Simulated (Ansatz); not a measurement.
An Ansatz (an electronic-structure program) run: Cu with a change (tensor shear ε_xy = +1.43 %); r2SCAN (Ansatz, PAW, without spin-orbit coupling).

Input:

Ansatz 0.2 input:
```yaml
crystal:
  lattice:
    - [0.025573795, 1.7883772712, 1.7883772712]
    - [1.7883772712, 0.025573795, 1.7883772712]
    - [1.8139510662, 1.8139510662, 0]
  atoms:
    - { symbol: Cu, position: [0, 0, 0] }
basis: { ecutwfc: 500, ecutrho_ratio: 4, xc_grid: 4, fft_grid_basis: typed }
kpoints: { mp_grid: { grid: [32, 32, 32] } }
hamiltonian:
  xc: r2scan
  dispersion: none
  pseudopotentials: { kind: paw }
scf: { occupations: { method: fermi_dirac, width: 0.1 }, convergence: { dr2_threshold: 0.0000000001 } }
relax: { f_tol: 0.005, max_steps: 50 }
output: { forces: true, stress: true }
checkpoint: { write: state.ck, write_every: 1000 }
```

Output:

```
Relaxation: its limit of steps is 50 (relax.max_steps)
WARN ansatz: RAYON_NUM_THREADS=1 ignored (pool sized by the plan → 1); use --threads N
Pseudopotentials: kind: paw
Pseudopotential: Cu, paw, valence charge 19
Functional definition: r2SCAN
Crystal: 1 atoms, lattice volume = 11.437 Å³
Basis set: ecut = 500 eV, 295 PW (Γ), exchange–correlation on 80×80×80 points (64 copies of the dense FFT grid, shifted against one another)
Bands: 14, of which v1, the nominal top of the filled ones, is band 10 counted from 1 (9 counted from 0)
Symmetry: 8 space group operations
Space group: Immm (ITA 71), of the structure as read, at distance tolerance 2.3e-5 Å
k-points: 4505 of 32768
PAW frozen core: Cu, regenerated for the run's functional
Initial density: superposition of atomic densities (neutral atoms: chi_scale 0, normalization atom), corrected by the library's trained network
Initial wavefunctions: pseudopotential atomic-orbital guess
Eigensolver: davidson
Functional: x = r2scan, c = r2scan; τ floored in thin density (d = 2e-4 eV/Å³)
SCF iter   1: F=—  HF=-6631.258023 eV  |F-HF|=—  |Δ(HF+E_count)|=         —  Δρ=4.01e-2  dr2=1.00e-1  dr2_τ=7.53e-4  ethr=1.77e-3  ⟨swp⟩=5.2  Hψ=314735  notcnv=0
all-band conjugate gradients solve this SCF's bands
preconditioner: auto → none
SCF iter   2: F=—  HF=-6631.269049 eV  |F-HF|=—  |Δ(HF+E_count)|=   1.10e-2  Δρ=3.88e-2  dr2=9.24e-2  dr2_τ=1.08e-3  ethr=5.28e-4  ⟨swp⟩=2.7  Hψ=147027  notcnv=0  defer=721
SCF iter   3: F=—  HF=-6631.239978 eV  |F-HF|=—  |Δ(HF+E_count)|=   2.91e-2  Δρ=4.67e-3  dr2=1.43e-3  dr2_τ=9.69e-6  ethr=4.86e-4  ⟨swp⟩=2.1  Hψ=107395  notcnv=0  defer=721
SCF iter   4: F=—  HF=-6631.239892 eV  |F-HF|=—  |Δ(HF+E_count)|=   8.58e-5  Δρ=3.83e-4  dr2=1.40e-5  dr2_τ=5.99e-7  ethr=7.50e-6  ⟨swp⟩=1.3  Hψ=78154  notcnv=0  defer=721
SCF iter   5: F=—  HF=-6631.239901 eV  |F-HF|=—  |Δ(HF+E_count)|=   8.79e-6  Δρ=1.46e-4  dr2=1.28e-6  dr2_τ=2.38e-8  ethr=7.39e-8  ⟨swp⟩=2.3  Hψ=84811  notcnv=0  defer=721
SCF iter   6: F=—  HF=-6631.239901 eV  |F-HF|=—  |Δ(HF+E_count)|=   6.22e-7  Δρ=4.20e-5  dr2=1.28e-7  dr2_τ=1.03e-9  ethr=6.74e-9  ⟨swp⟩=2.0  Hψ=87781  notcnv=0  defer=721
SCF iter   7: F=—  HF=-6631.239901 eV  |F-HF|=—  |Δ(HF+E_count)|=   2.24e-8  Δρ=1.07e-6  dr2=3.49e-11  dr2_τ=5.83e-12  ethr=1.00e-12  ⟨swp⟩=4.1  Hψ=293652  notcnv=0
SCF iter   8: F=-6631.239901 eV  HF=-6631.239901 eV  |F-HF|=3.37e-11  |Δ(HF+E_count)|=  9.46e-11  Δρ=6.83e-7  dr2=2.65e-11  dr2_τ=4.72e-13  ethr=1.00e-12  ⟨swp⟩=4.0  Hψ=183707  notcnv=0
SCF 1 converged in 8 iterations: F = -6631.239901 eV  dr2 = 2.65e-11
relax step   1: F+E_penalty+E_count = -6631.23990053 eV  Δ(F+E_penalty+E_count) = +0.000e0 eV  max|allowed force component| = 0.000e0 eV/Å  Δτ_max = 0.0000 Å  (8 SCF iters, accepted)
Crystal: 1 atoms, lattice volume = 11.437 Å³
Initial density: handed on by an earlier stage of this run
Initial wavefunctions: those handed on with the density
iter 1 solved again at ethr=1.00e-12 eV; its pass at ethr=3.10e-3 eV (dr2=2.66e-11 eV) is discarded
SCF iter   1: F=—  HF=-6631.239901 eV  |F-HF|=—  |Δ(HF+E_count)|=         —  Δρ=6.83e-7  dr2=2.65e-11  dr2_τ=4.72e-13  ethr=1.00e-12  ⟨swp⟩=1.5  Hψ=352093  notcnv=0  defer=627
preconditioner: auto → none
SCF iter   2: F=-6631.239901 eV  HF=-6631.239901 eV  |F-HF|=5.82e-11  |Δ(HF+E_count)|=  9.09e-12  Δρ=8.99e-7  dr2=5.19e-11  dr2_τ=4.62e-13  ethr=1.00e-12  ⟨swp⟩=4.0  Hψ=199816  notcnv=0
SCF 2 converged in 2 iterations: F = -6631.239901 eV  dr2 = 5.19e-11
SCF converged after 2 iterations
Free energy (F): -6631.239901 eV
Harris-Foulkes:  -6631.239901 eV  (|F-HF|=5.82e-11)
Internal energy: -6631.230642 eV  (E = F + TS)
E sigma→0 (E₀):  -6631.235271 eV
Entropy (-TS):   -0.009258 eV (-9.258 meV/atom)
Fermi energy:    17.283665 eV
--- Per-component energies (eV) ---
  E_band       = -374.754872
  E_kinetic    = 300.030692
  E_local      = -4002.047658  (includes V_loc(G=0)·N_el)
  E_nonlocal   = 395.317127
  E_hartree    = 1769.426413
  E_xc         = -83.942978
  E_vxc        = -124.890457  (∫ρ·V_xc dr)
  E_paw        = -1678.066248  (= ΣΔE_a)
  E_vpaw       = -491.011446  (= ΣTr[D̂ρ^β])
  E_aug_tail   = 0.000149  (compensation charges beyond the density's cutoff)
  E_vtau       = 8.993284  (kinetic-family band-sum trace: ∫τ·v_τ [+ j·A + Jᵃ·Aᵃ] dr)
  E_ewald      = -3331.647030
  E_core_change = -0.301108  (= ΣΔE_core)
  E_smearing   = -0.009258  (= −TS)
  E_closure    = 0.000000  (closes the sum)
  Σ components = -6631.239901   (vs F -6631.239901, Δ=0.00e0)
  [band-id]    e_kinetic+e_local+e_nonlocal+2·e_hartree+e_vxc+e_vpaw+e_augmentation_tail+e_vtau = -374.755485   (vs E_band -374.754872, Δ=-6.13e-4)
--- Forces (eV/Å), atoms counted from 1 ---
  atom   1  Cu     0.00000000     0.00000000     0.00000000
  max |Σ_I F_I| component: 0.00e0 eV/Å
--- Stress (GPa, compression-positive) ---
        0.235246      -2.640988      -0.000000
       -2.640988       0.235246       0.000000
       -0.000000       0.000000      -0.041903
  P = ⅓ Tr σ = 0.1429 GPa (1.429 kbar)
  The stress holds the Pulay correction. Without it, at fixed plane waves, as pw.x and ABINIT print it: P = 0.0585 GPa
  The stress includes an estimate of the error left by incomplete SCF convergence (largest component 0.0009 GPa).
--- Band table ---
  band table: none
--- Relaxed structure (1 steps of the walk, 1 accepted, 0 SCFs on fresh bases) ---
  F+E_penalty+E_count = -6631.23990053 eV   max|allowed force component| = 0.000e0 eV/Å
  atoms:
    - { symbol: Cu, position: [0.0, 0.0, 0.0] }
```

The cells carry an imposed strain or load. No phonon test of stability was made. All final runs are without spin polarisation. The cell was made from Cu in the fcc (Cu type) structure (space group Fm-3m, No. 225) by this change: tensor shear ε_xy = +1.43 %.
